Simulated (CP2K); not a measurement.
**Short convergence ladders for a (001) slab of LuAu2 (cut from a parent of space group no. 139; 6 atoms in the cell)**

```xyz
6
Lattice="3.6632 0.0000 0.0000 0.0000 3.6632 0.0000 0.0000 0.0000 21.4029" Properties=species:S:1:pos:R:3 pbc="T T T"
Lu     0.0000     0.0000    12.9369
Au     1.8316     1.8316    14.4029
Au     0.0000     0.0000     7.0000
Lu     1.8316     1.8316     8.4660
Au     0.0000     0.0000     9.9319
Au     1.8316     1.8316    11.4710
```

Base method: CP2K with LDA (Pade form), GPW, DZVP-MOLOPT-SR-GTH basis, GTH-PADE potentials (GTH_POTENTIALS).

Base settings: CUTOFF = 500 Ry; REL_CUTOFF = 50 Ry; SMEAR/METHOD = GAUSSIAN; SIGMA = 0.1 eV; KPOINTS/SCHEME = MONKHORST-PACK 4 4 1; GAMMA_CENTERED = T; XC_FUNCTIONAL = PADE; Lu/BASIS_SET = DZVP-MOLOPT-SR-GTH-q25; Lu/POTENTIAL = GTH-PADE-q25; Au/BASIS_SET = DZVP-MOLOPT-SR-GTH-q11.

**The vacuum**

The mesh stays at the base's, so the ladder's end is converged at best in this setting alone.

Only quantities that move along the ladder and can be compared are tabulated; forces are left out, as grid noise moves with the cell.

| vacuum between outermost atoms (Å) | free energy less the last step's (meV/atom) |
|---|---|
| 3.0 | -135.76 |
| 4.0 | -47.81 |
| 5.0 | -13.50 |
| 6.0 | -2.97 |
| 7.0 | -0.50 |
| 8.0 | -0.05 |
| 10.0 | 0.01 |
| 12.0 | 0.00 |
| 14.0 | 0.00 |
| 17.0 | 0.01 |
| 20.0 | 0.00 |
| 25.0 | 0.01 |
| 30.0 | 0.00 |

Smallest vacuum between outermost atoms (Å) that holds the free energy within 5 meV/atom of the last step, with all finer ones: 6.0; the step before is off by 13 meV/atom.

**The k-point mesh**

Moved along: GAMMA_CENTERED.

Only quantities that move along the ladder and can be compared are tabulated.

```tsv
KPOINTS/SCHEME	free energy less the last step's (meV/atom)	largest difference of a force vector from the last step's (eV/Å)
MONKHORST-PACK 2 2 1	22.41	0.478
MONKHORST-PACK 3 3 1	36.87	0.642
MONKHORST-PACK 4 4 1	2.09	0.270
MONKHORST-PACK 5 5 1	1.83	0.116
MONKHORST-PACK 6 6 1	9.75	0.126
MONKHORST-PACK 7 7 1	-1.73	0.071
MONKHORST-PACK 8 8 1	3.33	0.084
MONKHORST-PACK 9 9 1	-0.88	0.019
MONKHORST-PACK 11 11 1	4.88	0.038
MONKHORST-PACK 12 12 1	0.00	0.000
```

Coarsest KPOINTS/SCHEME that holds the free energy within 1 meV/atom: not settled: the last two steps still differ by 4.9 meV/atom, over half the tolerance, so the ladder does not show it.

Coarsest KPOINTS/SCHEME that holds the forces within 0.01 eV/Å: not settled: the last two steps still differ by 0.038 eV/Å, over half the tolerance, so the ladder does not show it.

**The cutoff of the density grid**

The mesh stays at the base's, so the ladder's end is converged at best in this setting alone.

Only quantities that move along the ladder and can be compared are tabulated.

```tsv
CUTOFF	free energy less the last step's (meV/atom)	largest difference of a force vector from the last step's (eV/Å)
250 Ry	9.37	0.111
300 Ry	-3.20	0.001
350 Ry	-0.64	0.133
420 Ry	-0.03	0.025
500 Ry	0.00	0.001
600 Ry	0.00	0.000
750 Ry	0.00	0.000
1000 Ry	0.00	0.000
```

Coarsest CUTOFF that holds the free energy within 1 meV/atom of the last step, with all finer ones: 350 Ry; the step before is off by 3.2 meV/atom.

Coarsest CUTOFF that holds the forces within 0.01 eV/Å of the last step, with all finer ones: 500 Ry; the step before is off by 0.025 eV/Å.

On the base run: the starting cell comes from a database of computed structures (which also holds hypothetical and non-ambient phases and stackings), without a prior relaxation at this level. The slab is cut from that crystal, and its faces are unrelaxed. Its lattice was rescaled by up to half a per cent. Values carry the incompleteness of an atom-centred basis. Without a gap this mesh is coarse (it stands for a supercell whose shortest in-plane vector is 15 Å).
